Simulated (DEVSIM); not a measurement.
System: abrupt In0.53Ga0.47As p-n junction, at 300 K.

```tsv
layer (left to right)	material	thickness (μm)	Nd (cm⁻³)	Na (cm⁻³)	τn (s)	τp (s)
1	In0.53Ga0.47As	18.0	-	1.5e16	3.7e-10	3.7e-10
2	In0.53Ga0.47As	1.80	1.2e15	-	3.7e-10	3.7e-10
```

Left contact: ohmic. Right contact: ohmic. Voltage is applied to the left contact. Recombination: SRH at mid-gap, Auger. Mobility is μmin + (μ − μmin)/(1 + (N/Nref)^α).

The device is made up for the run: typed textbook-type constants, with dimensions and the other settings drawn at random. Values at 300 K.

```
parameter      In0.53Ga0.47As
-------------  --------------
gap (eV)                 0.74
affinity (eV)            4.51
permittivity             13.9
Nc (cm⁻³)              2.1e17
Nv (cm⁻³)              7.7e18
μn (cm²/Vs)             12000
μp (cm²/Vs)               300
μn,min                    300
μp,min                     10
Nref,n                 1.3e17
Nref,p                 4.9e17
αn                       0.48
αp                        0.4
Cn (cm⁶/s)              5e-29
Cp (cm⁶/s)              5e-29
```

Model (solved in DEVSIM): 1D drift-diffusion, Boltzmann statistics, complete ionisation; no tunnelling, impact ionisation, image-force lowering or self-heating.

Problem. Tabulate band edges, carrier densities and field at zero bias.

Solution. Energies count from the Fermi level of the right contact; mesh points crowd at the junctions.

| x (μm) | Ec (eV) | Ev (eV) | n (cm⁻³) | p (cm⁻³) | field (V/cm) |
|---|---|---|---|---|---|
| 0.000 | 0.579 | -0.161 | 4.0e7 | 1.5e16 | ≈ 0 |
| 0.03252 | 0.579 | -0.161 | 4.0e7 | 1.5e16 | ≈ 0 |
| 0.1037 | 0.579 | -0.161 | 4.0e7 | 1.5e16 | ≈ 0 |
| 0.2763 | 0.579 | -0.161 | 4.0e7 | 1.5e16 | ≈ 0 |
| 0.9149 | 0.579 | -0.161 | 4.0e7 | 1.5e16 | ≈ 0 |
| 2.096 | 0.579 | -0.161 | 4.0e7 | 1.5e16 | ≈ 0 |
| 4.960 | 0.579 | -0.161 | 4.0e7 | 1.5e16 | ≈ 0 |
| 12.71 | 0.579 | -0.161 | 4.0e7 | 1.5e16 | ≈ 0 |
| 15.67 | 0.579 | -0.161 | 4.0e7 | 1.5e16 | ≈ 0 |
| 17.02 | 0.579 | -0.161 | 4.0e7 | 1.5e16 | ≈ 0 |
| 17.60 | 0.579 | -0.161 | 4.0e7 | 1.5e16 | ≈ 0 |
| 17.88 | 0.576 | -0.164 | 4.5e7 | 1.3e16 | -820 |
| 17.96 | 0.554 | -0.186 | 1.0e8 | 5.8e15 | -5900 |
| 18.00 | 0.525 | -0.215 | 3.2e8 | 1.9e15 | -11000 |
| 18.04 | 0.479 | -0.261 | 1.9e9 | 3.2e14 | -10000 |
| 18.13 | 0.398 | -0.342 | 4.3e10 | 1.4e13 | -8600 |
| 18.33 | 0.257 | -0.483 | 1.0e13 | 5.8e10 | -5500 |
| 18.76 | 0.142 | -0.598 | 8.5e14 | 7.1e8 | -660 |
| 19.45 | 0.134 | -0.606 | 1.2e15 | 5.0e8 | ≈ 0 |
| 19.66 | 0.134 | -0.606 | 1.2e15 | 5.0e8 | ≈ 0 |
| 19.75 | 0.134 | -0.606 | 1.2e15 | 5.0e8 | ≈ 0 |
| 19.80 | 0.134 | -0.606 | 1.2e15 | 5.0e8 | ≈ 0 |
